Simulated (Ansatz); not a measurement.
Al vacancy + Si on the Al site (V_Al+Si_Al) in wurtzite AlN: one set of geometries, relaxed with PBE, evaluated in Ansatz (PAW, plane waves to 420 eV, 500 eV under r2SCAN) with PBE, r2SCAN.

Details: 96-site cell; 2×2×2 shifted k-points; start: the Al site; Al 3.09 Å away; charged states image-corrected; corrections pass 1 eV, so highly charged states may be off by several tenths; relaxed from one start, so a lower configuration may exist; flagged in the runs: a host whose relaxation on this sampling wasn't shown to rest, a strain field that reaches the edge of the cell.

| quantity | PBE | r2SCAN |
|---|---|---|
| host gap (eV) | 4.03 | ___ |
| neutral formation energy against fcc Al, silicon (eV) | 8.00 | ___ |
| largest moment on one atom at charge 0 (μB) | 0.38 | ___ |

Given the lower rungs, what does r2SCAN give?


- host gap (eV), r2SCAN: 4.67
- neutral formation energy against fcc Al, silicon (eV), r2SCAN: 8.64
- largest moment on one atom at charge 0 (μB), r2SCAN: 0.42

Ansatz is an electronic-structure program.
